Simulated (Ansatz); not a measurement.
# A computed series for Ta: response to strain

The parent structure is Ta in the bcc (W type) structure (space group Im-3m, No. 229).

```xyz
1
Lattice="-1.6524 1.6524 1.6524 1.6524 -1.6524 1.6524 1.6524 1.6524 -1.6524" Properties=species:S:1:pos:R:3 pbc="T T T"
Ta     0.0000     0.0000     0.0000
```

Cartesian axes are those of the cell as printed.

Strains are applied to the cell and any free atomic positions relax; under biaxial strain the out-of-plane vector relaxes too.

Calculations: r2SCAN/PAW in Ansatz (a program for electronic structure), scalar-relativistic without spin-orbit coupling.

Notes on the quantities. energy relative to the base: free energy F.

```json
[
 {"change": "base", "volume per atom": "18.05 Å³", "energy relative to the base": "0 meV/atom", "space group": "Im-3m (No. 229)"},
 {"change": "biaxial strain −1.24 %, plane normal [001], relaxed out of plane", "volume per atom": "17.86 Å³", "energy relative to the base": "+4.7 meV/atom", "space group": "I4/mmm (No. 139)"},
 {"change": "biaxial strain +1.32 %, plane normal [001], relaxed out of plane", "volume per atom": "18.25 Å³", "energy relative to the base": "[?]", "space group": "I4/mmm (No. 139)"},
 {"change": "biaxial strain +2.14 %, plane normal [001], relaxed out of plane", "volume per atom": "18.36 Å³", "energy relative to the base": "+12 meV/atom", "space group": "I4/mmm (No. 139)"},
 {"change": "biaxial strain −0.25 %, plane normal [111], relaxed out of plane", "volume per atom": "18.00 Å³", "energy relative to the base": "+0.2 meV/atom", "space group": "R-3m (No. 166)"},
 {"change": "isotropic strain −1.22 %", "volume per atom": "17.40 Å³", "energy relative to the base": "+16 meV/atom", "space group": "Im-3m (No. 229)"},
 {"change": "isotropic strain +0.66 %", "volume per atom": "18.41 Å³", "energy relative to the base": "[?]", "space group": "Im-3m (No. 229)"},
 {"change": "uniaxial strain ε_xx = −1.32 %", "volume per atom": "17.81 Å³", "energy relative to the base": "+2.9 meV/atom", "space group": "I4/mmm (No. 139)"},
 {"change": "uniaxial strain ε_yy = −2.79 %", "volume per atom": "17.54 Å³", "energy relative to the base": "[?]", "space group": "I4/mmm (No. 139)"},
 {"change": "uniaxial strain ε_zz = +2.77 %", "volume per atom": "18.55 Å³", "energy relative to the base": "+12 meV/atom", "space group": "I4/mmm (No. 139)"}
]
```

Q: Some entries are withheld; estimate them.

A: 
- biaxial strain +1.32 %, plane normal [001], relaxed out of plane, energy relative to the base: +4.8 meV/atom
- isotropic strain +0.66 %, energy relative to the base: +4.4 meV/atom
- uniaxial strain ε_yy = −2.79 %, energy relative to the base: +13 meV/atom

Without a gap, meshes like the base's 20×20×20 leave anisotropic stresses uncertain by several tenths of a GPa, and small strain energies with them. Whether these cells are dynamically stable was not tested. The final runs are not spin-polarised.
